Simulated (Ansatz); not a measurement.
The starting structures come from a database of crystals and need not be the phases stable at ambient conditions.

Inside the gap of an insulator the Bloch states are evanescent, with a wavenumber k + iκ along the transport direction.

Here is the system:

```
CELL_PARAMETERS angstrom
      7.64778     0.00000     0.00000
      0.00000     7.64778     0.00000
      3.82389    -3.82389     5.40780
ATOMIC_POSITIONS crystal
  Cs 0.25000 0.25000 0.50000
  Cs 0.75000 0.75000 0.50000
  Pt 0.00000 0.00000 0.00000
  Br 0.23077 0.76923 0.00000
  Br 0.76923 0.23077 0.00000
  Br 0.23077 0.23077 0.00000
  Br 0.76923 0.76923 0.00000
  Br 0.23077 0.76923 0.53846
  Br 0.76923 0.23077 0.46154
```

Space group of this cell: Fm-3m. The cell is taken as given.

Transport runs along the normal of the first two printed cell vectors, the (001) plane of the conventional cell.

The gap is the functional's own, uncorrected, and κ follows it; spin-orbit coupling is left out. Mid-gap values are interpolated between the computed energies.

### Question
Compute, with r2SCAN (Ansatz, a program for electronic structure), the band gap and the smallest decay constant κ at mid-gap.

### Answer
Gap 1.60 eV on a 6×6×6 mesh; κ = 0.280 1/Å, at (0.500, 0.500) of the in-plane reciprocal vectors. At the zone centre, at the nearest computed energy, the slowest state has κ = 0.31 1/Å.
